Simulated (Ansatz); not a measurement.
Response to strain in InAs

Consider InAs in the zinc blende structure (space group F-43m, No. 216; a = 6.110 Å). Axes: x, y, z lie along the cube axes.

Strains are applied to the cell and any free atomic positions relax.

Computed with plane-wave PAW DFT at the r2SCAN level (Ansatz, a quantum-chemistry and plane-wave program, 500 eV), no SOC.

Notes on the quantities. energy relative to the base: free energy F; pressure: mean of the normal stresses, compression positive.

```tsv
case	volume per atom	energy relative to the base	pressure	band gap
base	28.51 Å³	0 meV/atom	0.00 GPa	0.08 eV
uniaxial strain ε_zz = −3.00 %	27.65 Å³	+6.7 meV/atom	1.84 GPa	0.15 eV
uniaxial strain ε_zz = −2.50 %	27.79 Å³	+4.6 meV/atom	1.52 GPa	0.14 eV
uniaxial strain ε_zz = −2.00 %	27.94 Å³	?	?	?
uniaxial strain ε_zz = −1.50 %	28.08 Å³	+1.6 meV/atom	0.88 GPa	0.11 eV
uniaxial strain ε_zz = −0.50 %	28.36 Å³	+0.2 meV/atom	0.28 GPa	0.09 eV
```

Task: Fill in the withheld entries from the trend.

Result: 
- uniaxial strain ε_zz = −2.00 %, energy relative to the base: +2.9 meV/atom
- uniaxial strain ε_zz = −2.00 %, pressure: 1.20 GPa
- uniaxial strain ε_zz = −2.00 %, band gap: 0.12 eV

Whether these cells are dynamically stable was not tested. The zero or small gap of InAs can change with the level of theory.
